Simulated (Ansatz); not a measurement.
SiC under load (space group P6_3mc): band-edge transport data

Given:

```
CSi
1.0
    3.08173     0.00000     0.00000
   -1.54087     2.66886     0.00000
    0.00000     0.00000     4.95532
Si C
2 2
Direct
  0.33333   0.66667   0.99834
  0.66667   0.33333   0.49834
  0.33333   0.66667   0.37666
  0.66667   0.33333   0.87666
```

Calculation: r2SCAN with spin-orbit coupling, rigid bands (plane waves, PAW; Ansatz, a program for electronic structure). Condition of this run: uniaxial stress along c of 10 GPa (compression positive) (the target of the relaxation). Geometry: cell and atoms relaxed with PBEsol, then loaded as said.

```
Property                                                               Result
--------------------------------------------  -------------------------------
band gap                                                              2.70 eV
electron conductivity mass (300 K, dilute)    0.43 (x), 0.43 (y), 0.26 (z) mₑ
hole conductivity mass (300 K, dilute)        1.58 (x), 1.58 (y), 0.32 (z) mₑ
effective density of states N_c (300 K)                           1.1e19 cm⁻³
effective density of states N_v (300 K)                           2.6e19 cm⁻³
density-of-states mass, electrons                                     0.57 mₑ
density-of-states mass, holes                                         1.01 mₑ
Seebeck coefficient, n-type 1e19 cm⁻³, 300 K                        -229 μV/K
Seebeck coefficient, p-type 1e19 cm⁻³, 300 K                         311 μV/K
```

Rigid bands; masses and Seebeck coefficients take one relaxation time τ for all states and one kind of carrier; polarons and phonon drag are left out. Geometry: cell and atoms relaxed with PBEsol.
